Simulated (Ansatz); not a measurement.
## BeTe, response to strain

Start from BeTe in the zinc blende structure (space group F-43m, No. 216; a = 5.657 Å). Axes: x, y, z lie along the cube axes.

Strains are applied to the cell and any free atomic positions relax.

Calculations: r2SCAN (Ansatz, a first-principles code), no spin-orbit coupling.

Notes on the quantities. energy relative to the base: free energy F.

```csv
uniaxial strain ε_zz (%),energy relative to the base (meV/atom)
0,0.0
0.5,0.2
1,0.7
1.5,1.6
2,2.8
2.5,?
3,6.2
```

### Question
Fit ΔE = Aε² + Bε³ (ε in %) to the rows shown and predict the withheld row.

### Answer
Least squares on the printed values gives A = 0.725 and B = -0.012 meV/atom (largest residual 0.0 meV/atom); this predicts 4.3 meV/atom, and the run gives 4.4 meV/atom, in agreement.

Stability against distortions was not tested.
